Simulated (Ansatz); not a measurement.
Start from BN (space group P6_3/mmc, No. 194; a = 2.5121 Å, c = 8.4958 Å; layered, stacked along the Cartesian z axis).

Structures relaxed with Kohn–Sham DFT with the PBE functional, run in Ansatz (a first-principles code) with PAW and 420 eV plane waves, without spin-orbit coupling.

Base:

Simulated powder pattern, Mo Kα, λ = 0.71073 Å (kinematic, ideal powder, no thermal factors, no anomalous dispersion; the 10 strongest lines at most, above 2 %, up to 2θ = 40°):

```
2θ (°)  I/Imax (%)    hkl
------  ----------  -----
9.60           100  (002)
18.80          8.6  (100)
19.26           11  (004)
19.41          3.1  (101)
21.15           11  (102)
27.04          4.4  (104)
29.07          2.2  (006)
32.87          4.2  (110)
34.32          7.1  (112)
38.38          4.8  (114)
```

After one change:

Simulated powder pattern, Mo Kα, λ = 0.71073 Å (kinematic, ideal powder, no thermal factors, no anomalous dispersion; the 10 strongest lines at most, above 2 %, up to 2θ = 40°):

```csv
2θ (°),I/Imax (%)
12.30,100
18.85,18
19.85,5.8
22.57,18
24.75,8.4
31.30,5.2
32.96,8.6
35.31,13
```

Which change produced these results?
A) pressure 10 GPa
B) pressure 7.5 GPa
C) pressure 5 GPa
D) pressure 3 GPa

D, pressure 3 GPa. Its volume per atom is 9.01 Å³ against 11.61 Å³, and its space group is P6_3/mmc (No. 194).

From pressure 3 GPa on, the axis ratios lie over 15 % from the base's, so the cell there is far from its starting form. Load acts through the strain it causes; cell and atoms are relaxed under it. No phonon test of stability was made. No other phases were tried under pressure. The base started in Pnma and relaxed to P6_3/mmc at this level. No dispersion term is included, though the crystal is made of layers, chains or molecules, so its spacings can come out too wide.
